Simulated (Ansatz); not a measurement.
# zinc-blende BN: the defect Bi on the N site (Bi_N)

Method: PBE, PAW (plane waves to 420 eV; Ansatz, a quantum-chemistry and plane-wave program). Cell: 64 sites, 2×2×2; final energies on a 2×2×2 shifted mesh. Site at the start: the N site. Charged cells carry a point-charge image correction with potential alignment at far atoms. Dielectric constants: PBE linear response of the host. Host gap at this level: 4.46 eV. Finite-size and sampling errors can reach tenths of an eV here. PBE underestimates the host's gap, which shifts levels and can delocalise carriers. Spin–orbit coupling is left out, which matters for these heavy elements. Each state is the lowest found from its start.

| charge | moment (μB) | largest move off a lattice site (Å) | image correction with alignment (eV) |
|---|---|---|---|
| +1† | 1.0 | 0.43 | 1.26 |
| 0 | not spin-polarised | 0.40 | 0.00 |
| −1* | 1.0 | 0.42 | – |

* At this level the carrier isn't localised at the defect: at charge −1 electrons occupy the conduction band. Such a state is shallow or no state of the defect, and this cell gives it no level.

† Not settled in this cell, so no level is given: charge +1: a large or scattered potential alignment.

Flagged in the runs: a doubtful potential alignment.
